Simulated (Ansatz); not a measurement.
The starting structures come from a database of crystals and need not be the phases stable at ambient conditions.

Consider the following.

```yaml
crystal:
  lattice:
    - [4.18680, 0.00000, 0.00000]
    - [0.00000, 5.97678, 0.00000]
    - [2.09340, 2.98839, 3.53830]
  atoms:
    - { symbol: Rb, position: [0.74374, 0.74374, 0.51252] }
    - { symbol: Rb, position: [0.25626, 0.25626, 0.48748] }
    - { symbol: O, position: [0.00000, 0.37312, 0.00000] }
    - { symbol: O, position: [0.00000, 0.62688, 0.00000] }
```

Space group of this cell: Immm. The cell is taken as given; by PBEsol its mean pressure is -1.1 GPa.

Transport runs along the normal of the first two printed cell vectors.

No gap correction and no spin-orbit coupling; mid-gap values are interpolated between computed energies.

Problem. State the band gap and the smallest decay constant κ at mid-gap according to Ansatz (a quantum-chemistry and plane-wave program) with PBEsol.

Solution. Gap 1.79 eV on a 8×8×8 mesh; κ = 0.334 1/Å, at (0.000, 0.167) of the in-plane reciprocal vectors. At the zone centre, at the nearest computed energy, the slowest state has κ = 0.38 1/Å.
